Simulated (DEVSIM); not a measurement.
Device: illuminated Si p-on-n cell, one wavelength, with a back-surface field, at 350 K.

```tsv
layer (left to right)	material	thickness (μm)	Nd (cm⁻³)	Na (cm⁻³)	τn (s)	τp (s)	absorption coefficient (cm⁻¹)
1	Si	0.240	-	1.1e18	1.7e-5	6.6e-7	5600
2	Si	170	1.1e16	-	4.4e-5	4.4e-5	5600
3	Si	1.70	3.8e18	-	4.4e-5	4.4e-5	5600
```

Left contact: ohmic, minority electron recombination velocity 2e6 cm/s. Right contact: ohmic, minority hole recombination velocity 1e6 cm/s. Voltage is applied to the left contact. Recombination: SRH at mid-gap, radiative, Auger. Light enters at the left, 1.4e18 photons cm⁻² s⁻¹, one pass, no reflection. Mobility is μmin + (μ − μmin)/(1 + (N/Nref)^α).

Constants are typed, rounded textbook-type inputs, not results; the design itself was drawn at random and stands for no fabricated device. Values at 300 K; Nc and Nv go as T^1.5, mobilities as T to minus their exponent, the gap by Varshni's rule with the affinity fixed.

```tsv
parameter	Si
gap (eV)	1.124
affinity (eV)	4.05
permittivity	11.7
Nc (cm⁻³)	2.86e19
Nv (cm⁻³)	3.1e19
μn (cm²/Vs)	1417
μp (cm²/Vs)	470
μn,min	52
μp,min	45
Nref,n	9.7e16
Nref,p	2.2e17
αn	0.68
αp	0.72
T exponent of μn	2.3
T exponent of μp	2.2
B (cm³/s)	4.7e-15
Cn (cm⁶/s)	2.8e-31
Cp (cm⁶/s)	9.9e-32
Varshni α (eV/K)	0.000473
Varshni β (K)	636
```

Simulated with DEVSIM: 1D drift-diffusion, Boltzmann statistics, complete ionisation; no tunnelling, impact ionisation, image-force lowering or self-heating.

Base results: share of generated pairs collected at short circuit 0.939; dark forward voltage at 1 A/cm² (V) 0.585; short-circuit current (mA/cm²) 211; potential step across the device at zero bias (V) 0.935.

Problem. What follows from this one change: doping Nd of layer 2 1.1e+16 → 1.1e+17 cm^-3?

Solution. share of generated pairs collected at short circuit little changed (0.936); dark forward voltage at 1 A/cm² 0.585 → 0.580 V; short-circuit current little changed (210 mA/cm²); potential step across the device at zero bias little changed (0.935 V).

Problem. What follows from this one change: doping Na of layer 1 1.1e+18 → 1.1e+19 cm^-3?

Solution. share of generated pairs collected at short circuit little changed (0.935); dark forward voltage at 1 A/cm² 0.585 → 0.649 V; short-circuit current little changed (210 mA/cm²); potential step across the device at zero bias 0.935 → 1.005 V.

Problem. What follows from this one change: thickness of layer 1 0.24 → 0.14 μm?

Solution. share of generated pairs collected at short circuit 0.939 → 0.965; dark forward voltage at 1 A/cm² 0.585 → 0.573 V; short-circuit current 211 → 216 mA/cm²; potential step across the device at zero bias little changed (0.935 V).

Problem. What follows from this one change: constant mobility in place of the doping-dependent one?

Solution. share of generated pairs collected at short circuit 0.939 → 0.956; dark forward voltage at 1 A/cm² 0.585 → 0.549 V; short-circuit current 211 → 214 mA/cm²; potential step across the device at zero bias little changed (0.935 V).
